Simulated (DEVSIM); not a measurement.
System: illuminated Si p-on-n cell, one wavelength, with a back-surface field, at 300 K.

Layer 1 from the left is Si, thickness (μm) 0.130, Na (cm⁻³) 6.2e18, τn (s) 0.00019, τp (s) 4.3e-6, absorption coefficient (cm⁻¹) 11000. Layer 2 from the left is Si, thickness (μm) 59.0, Nd (cm⁻³) 2.1e16, τn (s) 0.00027, τp (s) 0.00027, absorption coefficient (cm⁻¹) 11000. Layer 3 from the left is Si, thickness (μm) 0.330, Nd (cm⁻³) 2e18, τn (s) 0.00027, τp (s) 0.00027, absorption coefficient (cm⁻¹) 11000.

Left contact: ohmic, minority electron recombination velocity 900 cm/s. Right contact: ohmic, minority hole recombination velocity 10 cm/s. Voltage is applied to the left contact. Recombination: SRH at mid-gap, radiative, Auger. Light enters at the left, 3.9e16 photons cm⁻² s⁻¹, one pass, no reflection. Mobility is μmin + (μ − μmin)/(1 + (N/Nref)^α).

This is a model device: material constants are rounded textbook-type values typed into the input, and sizes, dopings and lifetimes were drawn at random. Values at 300 K.

Si: gap (eV) 1.124, affinity (eV) 4.05, permittivity 11.7, Nc (cm⁻³) 2.86e19, Nv (cm⁻³) 3.1e19, μn (cm²/Vs) 1417, μp (cm²/Vs) 470, μn,min 52, μp,min 45, Nref,n 9.7e16, Nref,p 2.2e17, αn 0.68, αp 0.72, B (cm³/s) 4.7e-15, Cn (cm⁶/s) 2.8e-31, Cp (cm⁶/s) 9.9e-32.

Simulated with DEVSIM: 1D drift-diffusion, Boltzmann statistics, complete ionisation; no tunnelling, impact ionisation, image-force lowering or self-heating.

Dark forward current:

| |V| (V) | |J| (A/cm²) |
|---|---|
| 0.10 | 3.803e-11 |
| 0.15 | 1.169e-10 |
| 0.20 | 3.629e-10 |
| 0.25 | 1.241e-9 |
| 0.30 | 5.028e-9 |
| 0.35 | 2.484e-8 |
| 0.40 | 1.439e-7 |
| 0.45 | 9.167e-7 |
| 0.50 | 6.114e-6 |
| 0.55 | 4.161e-5 |
| 0.60 | 0.0002847 |
| 0.65 | 0.001909 |
| 0.70 | 0.01137 |
| 0.75 | 0.05354 |
| 0.80 | 0.2719 |
| 0.85 | 2.154 |
| 0.90 | 24.17 |
| 0.95 | 236.4 |
| 1.00 | 1258 |
| 1.05 | 3740 |

Q: Work out the local ideality factor n = ΔV / (kT/q · ln(J2/J1)) between the rows 0.15 and 0.20 V, 0.85 and 0.90 V, 1.00 and 1.05 V.

A: kT/q = 25.85 mV. From 0.15 to 0.20 V: ln(3.629e-10/1.169e-10) = 1.133, n = 1.71. From 0.85 to 0.90 V: ln(24.17/2.154) = 2.418, n = 0.80. From 1.00 to 1.05 V: ln(3740/1258) = 1.090, n = 1.78.

Q: What current could the absorbed light give at most, and what share is collected?

A: Σ αd = 65.4, so qΦ(1 − exp(−Σ αd)) = 6.25 mA/cm². The simulated short-circuit current is 6.244 mA/cm², a share of 1.00.

Q: Estimate the open-circuit voltage by superposition: the voltage at which the dark current equals that short-circuit current.

A: Interpolating ln J in the table gives 0.683 V. The simulation gives 0.683 V, the same within the digits that matter. Superposition holds where collection doesn't change with voltage.

Q: Estimate the fill factor from FF0 = (v − ln(v + 0.72))/(v + 1), v = qVoc/(nkT), with n from the dark curve.

A: The rows about Voc, 0.65 and 0.70 V, give n = 1.08, so v = 24.4 and FF0 = 0.834. The simulation gives 0.840, the same within the digits that matter.
